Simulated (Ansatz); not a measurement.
Input and output of a self-consistent single point for NbH (I4mm, 2 atoms in the cell) (Ansatz, a program for electronic structure).

Computed with PBEsol, default PAW files made with PBE (plane waves; Ansatz).

The change in words: lattice scaled by 0.98. Reference geometry:
```
CELL_PARAMETERS angstrom
     -1.59893     1.59893     1.97438
      1.59893    -1.59893     1.97438
      1.59893     1.59893    -1.97438
ATOMIC_POSITIONS crystal
  Nb 0.01266 0.01266 0.00000
  H  0.50000 0.50000 0.00000
```

Reference input (self-consistent single point, DFT, PBEsol, plane waves, default PAW files made with PBE): basis.ecutwfc = 30.9 Ry; kpoints.mp_grid.grid = 14 14 14; hamiltonian.xc = pbesol; hamiltonian.pseudopotentials = {kind: paw} (the program's default PAW files); scf.occupations.method = fermi_dirac; scf.occupations.width = 0.0073 Ry. This run's input differs from it in these lines:

Ansatz 0.2 input:
```diff
@@ -3,8 +3,8 @@
   lattice:
-    - [-1.59893000, 1.59893000, 1.97437800]
-    - [1.59893000, -1.59893000, 1.97437800]
-    - [1.59893000, 1.59893000, -1.97437800]
+    - [-1.56695100, 1.56695100, 1.93489000]
+    - [1.56695100, -1.56695100, 1.93489000]
+    - [1.56695100, 1.56695100, -1.93489000]
   atoms:
-    - { symbol: Nb, position_ang: [-0.00000000, 0.00000000, 0.04999915] }
-    - { symbol: H, position_ang: [0.00000000, 0.00000000, 1.97437800] }
+    - { symbol: Nb, position_ang: [0.00000000, -0.00000000, 0.04899915] }
+    - { symbol: H, position_ang: [0.00000000, 0.00000000, 1.93489000] }
 basis:
```

Output (repeated stretches shortened):

```
SCF iter   1: F=—  HF=-4511.479358 eV  |F-HF|=—  |Δ(HF+E_count)|=         —  Δρ=7.45e-3  dr2=6.23e-3  ethr=1.77e-3  ⟨swp⟩=5.0  Hψ=14448  notcnv=0
all-band conjugate gradients solve this SCF's bands
preconditioner: auto → none
SCF iter   2: F=—  HF=-4511.478388 eV  |F-HF|=—  |Δ(HF+E_count)|=   9.71e-4  Δρ=4.28e-3  dr2=2.17e-3  ethr=4.45e-5  ⟨swp⟩=1.1  Hψ=4651  notcnv=0
SCF iter   3: F=—  HF=-4511.477790 eV  |F-HF|=—  |Δ(HF+E_count)|=   5.98e-4  Δρ=3.88e-4  dr2=1.57e-5  ethr=1.55e-5  ⟨swp⟩=1.9  Hψ=2915  notcnv=0
SCF iter   4: F=—  HF=-4511.477787 eV  |F-HF|=—  |Δ(HF+E_count)|=   2.47e-6  Δρ=1.12e-4  dr2=2.06e-6  ethr=1.12e-7  ⟨swp⟩=2.0  Hψ=4400  notcnv=0
SCF iter   5: F=—  HF=-4511.477787 eV  |F-HF|=—  |Δ(HF+E_count)|=   4.88e-7  Δρ=4.05e-5  dr2=1.44e-7  ethr=1.47e-8  ⟨swp⟩=2.5  Hψ=3850  notcnv=0
SCF iter   6: F=-4511.477787 eV  HF=-4511.477787 eV  |F-HF|=1.16e-8  |Δ(HF+E_count)|=   2.12e-8  Δρ=1.48e-5  dr2=1.89e-8  ethr=7.14e-10  ⟨swp⟩=4.0  Hψ=7909  notcnv=0
SCF 1 converged in 6 iterations: F = -4511.477787 eV  dr2 = 1.89e-8
Free energy (F): -4511.477787 eV
Internal energy: -4511.443601 eV  (E = F + TS)
E sigma→0 (E₀):  -4511.460694 eV
Entropy (-TS):   -0.034186 eV (-17.093 meV/atom)
Fermi energy:    18.321592 eV
--- Forces (eV/Å), atoms counted from 1 ---
  atom   1  Nb    -0.00000000    -0.00000000    -0.53195632
  atom   2  H      0.00000000     0.00000000     0.53194330
--- Stress (GPa, compression-positive) ---
        7.023685       0.000000      -0.000000
        0.000000       7.023685       0.000000
       -0.000000       0.000000       9.454325
  P = ⅓ Tr σ = 7.8339 GPa (78.339 kbar)
  The stress holds the Pulay correction. Without it, at fixed plane waves, as pw.x and ABINIT print it: P = 7.7170 GPa
```

The run converged in 6 iterations. Against the reference run the free energy rises by 4.7 meV/atom, the pressure goes from -4.67 to 7.83 GPa and the largest force goes from 0.462 to 0.532 eV/Å.

The starting cell comes from a database of computed structures (which also holds hypothetical and non-ambient phases and stackings), without a prior relaxation at this level. Its lattice was rescaled by up to half a per cent. One atom was moved a little off its site on purpose. For this run, on top of that: lattice scaled by 0.98. Spin polarisation is off. With a pressure of about 8 GPa the cell is away from its equilibrium volume at this level. Ansatz's pressure includes its estimate of the finite-basis (Pulay) stress.
